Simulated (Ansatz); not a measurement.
Response to strain in Ta

The parent structure is Ta in the bcc (W type) structure (space group Im-3m, No. 229; relaxed with 0.1 eV smearing).

```xyz
1
Lattice="-1.6530 1.6530 1.6530 1.6530 -1.6530 1.6530 1.6530 1.6530 -1.6530" Properties=species:S:1:pos:R:3 pbc="T T T"
Ta     0.0000     0.0000     0.0000
```

Cartesian axes are those of the cell as printed.

Strains are applied to the cell and any free atomic positions relax.

Level of theory: Ansatz (an electronic-structure program) r2SCAN, spin-orbit coupling left out.

Candidates:
(a) tensor shear ε_xy = +3.25 %
(b) isotropic strain +1.28 %
(c) isotropic strain −2.56 %

Notes on the quantities. energy relative to the base: free energy F.

Order them by energy relative to the base, highest first.

(c) isotropic strain −2.56 % (+72 meV/atom), (a) tensor shear ε_xy = +3.25 % (+17 meV/atom), (b) isotropic strain +1.28 % (+16 meV/atom)

Stability against distortions was not tested. All final runs are without spin polarisation.
